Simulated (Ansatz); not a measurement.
# A computed series for AlN: response to strain

Start from AlN in the wurtzite structure (space group P6_3mc, No. 186; a = 3.1066 Å, c = 4.9780 Å). Axes: x lies along a and z along c of the hexagonal cell.

Strains are applied to the cell and any free atomic positions relax; under biaxial strain the out-of-plane vector relaxes too; under stress the whole cell relaxes.

All numbers come from r2SCAN, PAW, 500 eV (Ansatz, an electronic-structure program; no SOC), earlier PAW set.

Candidates:
(a) strain tensor (xx, yy, zz, yz, xz, xy) = (+0.02, −3.68, −0.79, −0.69, +0.67, +1.06) %
(b) isotropic strain −3.19 %
(c) strain tensor (xx, yy, zz, yz, xz, xy) = (+1.19, +2.48, +0.63, −0.17, +1.28, −0.79) %
(d) uniaxial stress, 1 GPa tension along z
(e) biaxial strain −0.22 %, plane normal [001], relaxed out of plane

Base values:

```
Quantity    Value
--------  -------
Band gap  4.87 eV
```

Order them by band gap, lowest first.

(c) strain tensor (xx, yy, zz, yz, xz, xy) = (+1.19, +2.48, +0.63, −0.17, +1.28, −0.79) % (4.40 eV), (d) uniaxial stress, 1 GPa tension along z (4.87 eV), (e) biaxial strain −0.22 %, plane normal [001], relaxed out of plane (4.92 eV), (a) strain tensor (xx, yy, zz, yz, xz, xy) = (+0.02, −3.68, −0.79, −0.69, +0.67, +1.06) % (5.26 eV), (b) isotropic strain −3.19 % (5.75 eV)

Beyond what the load breaks, stability against distortions was not tested.
